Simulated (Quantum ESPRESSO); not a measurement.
## Several settings converged on a (100) slab of MgB2 (cut from a parent of space group no. 191; 6 atoms in the cell)

```xyz
6
Lattice="3.1054 0.0000 0.0000 0.0000 3.5376 0.0000 0.0000 0.0000 18.4824" Properties=species:S:1:pos:R:3 pbc="T T T"
Mg     0.7764     0.0000     7.8965
B      2.3291     1.7688     7.0000
B      2.3291     1.7688     8.7930
Mg     2.3291     0.0000    10.5859
B      0.7764     1.7688     9.6894
B      0.7764     1.7688    11.4824
```

Base method: PBEsol, GBRV 1.5 ultrasoft (PBESOL) pseudopotentials (plane waves; Quantum ESPRESSO).

Base settings: ecutwfc = 40 Ry; ecutrho = 200 Ry; occupations = smearing; smearing = fermi-dirac; degauss = 0.0073499 Ry; potentials = {Mg: mg_pbesol_v1.4.uspp.F.UPF, B: b_pbesol_v1.4.uspp.F.UPF}; K_POINTS = automatic 5 4 1 0 0 0; conv_thr = 1e-11 Ry; mixing_beta = 0.3.

The count of work is k-points × plane waves × bands × iterations; it is no time. Core times come from one kind of shared machine, to one figure; runs under 30 s give none.

**The vacuum**

The mesh stays at the base's, so the ladder's end is converged at best in this setting alone.

Only quantities that move along the ladder and can be compared are tabulated.

| vacuum between outermost atoms (Å) | free energy less the last step's (meV/atom) | largest difference of a force vector from the last step's (eV/Å) | count of work / last | core time / last (rough) |
|---|---|---|---|---|
| 3.0 | -11.96 | 0.422 | 0.22 | – |
| 4.0 | 5.21 | 0.102 | 0.25 | – |
| 5.0 | 1.77 | 0.030 | 0.27 | 0.4 |
| 7.0 | 0.00 | 0.001 | 0.33 | – |
| 10.0 | -0.01 | 0.003 | 0.42 | 0.3 |
| 14.0 | 0.01 | 0.001 | 0.54 | 0.5 |
| 30.0 | 0.00 | 0.000 | 1.0 | 1 |

Smallest vacuum between outermost atoms (Å) that holds the forces within 0.02 eV/Å of the last step, with all finer ones: 7.0, at 0.33 of the last step's count of work; the step before is off by 0.030 eV/Å.

Smallest vacuum between outermost atoms (Å) that holds the free energy within 1 meV/atom of the last step, with all finer ones: 7.0, at 0.33 of the last step's count of work; the step before is off by 1.8 meV/atom.

**The k-point mesh**

Only quantities that move along the ladder and can be compared are tabulated.

```tsv
K_POINTS	free energy less the last step's (meV/atom)	largest difference of a force vector from the last step's (eV/Å)	count of work / last	core time / last (rough)
automatic 2 2 1 0 0 0	127.89	1.192	0.023	0.06
automatic 4 3 1 0 0 0	0.37	0.177	0.033	0.08
automatic 5 4 1 0 0 0	-7.10	0.020	0.046	0.09
automatic 6 5 1 0 0 0	0.44	0.169	0.057	0.09
automatic 8 7 1 0 0 0	4.71	0.043	0.11	0.1
automatic 11 9 1 0 0 0	1.08	0.042	0.15	0.2
automatic 27 24 1 0 0 0	0.00	0.000	1.0	1
```

Coarsest K_POINTS that holds the forces within 0.01 eV/Å: not settled: the last two steps still differ by 0.042 eV/Å, over half the tolerance, so the ladder does not show it.

Coarsest K_POINTS that holds the free energy within 2 meV/atom: not settled: the last two steps still differ by 1.1 meV/atom, over half the tolerance, so the ladder does not show it.

**The plane-wave cutoff**

Moved along: ecutrho.

The mesh stays at the base's, so the ladder's end is converged at best in this setting alone.

Only quantities that move along the ladder and can be compared are tabulated.

| ecutwfc | free energy less the last step's (meV/atom) | largest difference of a force vector from the last step's (eV/Å) | count of work / last | core time / last (rough) |
|---|---|---|---|---|
| 20 Ry | 2235.45 | 0.024 | 0.13 | – |
| 24 Ry | 569.77 | 0.037 | 0.18 | – |
| 28 Ry | 128.25 | 0.027 | 0.21 | – |
| 34 Ry | 11.21 | 0.011 | 0.28 | 0.3 |
| 40 Ry | 5.21 | 0.005 | 0.36 | 0.4 |
| 48 Ry | 4.02 | 0.004 | 0.47 | 0.5 |
| 80 Ry | 0.00 | 0.000 | 1.0 | 1 |

Coarsest ecutwfc that holds the forces within 0.01 eV/Å of the last step, with all finer ones: 40 Ry, at 0.36 of the last step's count of work and about 0.4 of the last step's time; the step before is off by 0.011 eV/Å.

Coarsest ecutwfc that holds the free energy within 2 meV/atom: not settled: the last two steps still differ by 4.0 meV/atom, over half the tolerance, so the ladder does not show it.

On the base run: the starting cell has typed, rounded lattice constants, without a prior relaxation at this level. The slab is cut from that crystal, and its faces are unrelaxed. Its lattice was rescaled by up to half a per cent. Spin polarisation is off, though cut faces can carry moments; the slab shows no gap. In the base run, forces exceed 1 eV/Å. Without a gap this mesh is coarse (it stands for a supercell whose shortest in-plane vector is 14 Å).

Left out of this page: 1 run of the series outside the window shown, repeating another row's setting, or not comparable.
